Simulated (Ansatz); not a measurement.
The parent structure is KTaO₃ in the cubic perovskite structure (space group Pm-3m, No. 221).

```
CELL_PARAMETERS angstrom
      3.98530     0.00000     0.00000
      0.00000     3.98530     0.00000
      0.00000     0.00000     3.98530
ATOMIC_POSITIONS crystal
  K  0.00000 0.00000 0.00000
  Ta 0.50000 0.50000 0.50000
  O  0.50000 0.00000 0.50000
  O  0.00000 0.50000 0.50000
  O  0.50000 0.50000 0.00000
```

Level of theory: PBEsol/PAW in Ansatz (a quantum-chemistry and plane-wave program), spin-orbit coupling left out.

Strains are applied to the cell and any free atomic positions relax.

One change was made to it. Results:

| quantity | base | after |
|---|---|---|
| energy relative to the base (free energy F) | 0 meV/atom | +72 meV/atom |
| band gap | 2.14 eV | 2.32 eV |
| smallest direct gap | 2.75 eV | 2.85 eV |
| gap character | indirect, R → Γ | indirect, R → Γ |

Which change produced these results?
A) isotropic strain −0.60 %
B) isotropic strain −2.40 %
C) isotropic strain −3.00 %
D) isotropic strain −1.20 %

C, isotropic strain −3.00 %. For comparison, the energy relative to the base in the other runs: isotropic strain −1.20 % gives +11 meV/atom; isotropic strain −2.40 % gives +45 meV/atom; isotropic strain −0.60 % gives +2.7 meV/atom.

Spin-orbit coupling, missing from the scalar runs, can matter with Ta. Whether these cells are dynamically stable was not tested.
